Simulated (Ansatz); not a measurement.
# What ↑↓ start, q = (0, 0, 0), 2 atoms does to Tb

The reference is Tb in the hcp (Mg type) structure (space group P6_3/mmc, No. 194; a = 3.463 Å, c = 5.561 Å; ferromagnetic).

The change: the moments start antiparallel in the pattern ↑↓ in a 2-atom cell (no doubling), and the cell is relaxed again.

Level of theory: Ansatz (an electronic-structure program), PBEsol, PAW, cutoff 420 eV, no spin-orbit coupling. Settings: 15×15×9 k-points, 0.05 eV Fermi–Dirac smearing.

The volume per atom grows by 0.211 Å³, from 28.87 Å³ to 29.09 Å³ and the lattice parameter a grows by 0.014 Å, from 3.463 Å to 3.477 Å. The c/a ratio decreases by 0.0075 (1.606 → 1.598) and the space group (of the atoms, moments ignored) stays P6_3/mmc (No. 194). The energy drops by 0.02 eV/atom (to 0.01 eV only: unlike meshes or grids) and the magnetic state goes from ferromagnetic to antiferromagnetic (moments cancel).

Final structure:

```
Tb
1.0
    3.47660     0.00000     0.00000
   -1.73830     3.01082     0.00000
    0.00000     0.00000     5.55725
Tb
2
Direct
  0.66667   0.33333   0.00000
  0.33333   0.66667   0.50000
```

Other magnetic orders, which the real material may have, were not ruled out. The 4f electrons are in the valence with no U and their state was not checked, so volumes and moments can be off. Whether these cells are dynamically stable was not tested.
